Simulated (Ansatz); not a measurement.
Start from InAs in the zinc blende structure (space group F-43m, No. 216; a = 6.087 Å).

The change: the cell is scaled by 0.9541 in all directions; the atoms relax in the strained cell.

Levels (all Ansatz, a program for electronic structure, PAW): PBEsol (420 eV, scalar-relativistic without spin-orbit coupling); HSE06 (420 eV, no SOC).

The geometry is relaxed with PBEsol.

PBEsol lowest conduction level above the VBM at special points: Γ 0.32 eV; L 1.14 eV; X 1.22 eV

With HSE06 at the same geometry, the lowest conduction level above the VBM at special points changes from Γ 0.32 eV; L 1.14 eV; X 1.22 eV to Γ 1.25 eV; L 1.97 eV; X 1.90 eV.

Single points use the geometry relaxed with PBEsol. The levels and masses belong to the bands next to the band gap. Whether these cells are dynamically stable was not tested. All final runs are without spin polarisation.
